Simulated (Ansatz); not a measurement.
CaSe: pressure −2 GPa

The parent structure is CaSe in the rock salt structure (space group Fm-3m, No. 225; a = 5.8685 Å).

One thing is altered: a negative pressure, −2 GPa.

Method: PBEsol (Ansatz, an electronic-structure program, PAW, no spin-orbit coupling). k-mesh 10×10×10 (Γ-centred); smearing 0.05 eV (Fermi–Dirac).

```csv
quantity,base,changed,shift
volume per atom,25.26 Å³,26.35 Å³,+1.084 Å³
density,3.91 g/cm³,3.75 g/cm³,-0.16 g/cm³
lattice parameter a,586.9 pm,595.1 pm,+8.28 pm
shortest interatomic distance,293.4 pm,297.6 pm,+4.14 pm
enthalpy H = E + PV relative to the base's energy,–,-0.32 eV/atom,–
band gap,1.88 eV,1.98 eV,+0.10 eV
gap character,"indirect, Γ → X","indirect, Γ → X",–
smallest direct gap,2.85 eV,2.91 eV,+0.06 eV
mean gap deformation potential ΔEg/Δln V,–,+2.5 eV,–
width of the top valence band,1.75 eV,1.65 eV,-0.093 eV
electron mass,"1.4 mₑ along k, 0.27 mₑ across (at X)","1.4 mₑ along k, 0.28 mₑ across (at X)",–
"hole mass (degenerate bands, along [100])","0.17, 0.91, 0.91 mₑ (at Γ)","0.17, 0.95, 0.95 mₑ (at Γ)",–
"valley order (the lowest conduction-band minima on the path, energy above the VBM, named in the base's zone)",X along ⟨100⟩ 1.88 eV; Γ 3.31 eV,X along ⟨100⟩ 1.98 eV; Γ 3.09 eV,–
```

Load acts through the strain it causes; cell and atoms are relaxed under it. Masses are band curvatures over ±0.01 Å⁻¹ around the edge. Along k means along the line from Γ to the band edge. Whether these cells are dynamically stable was not tested.
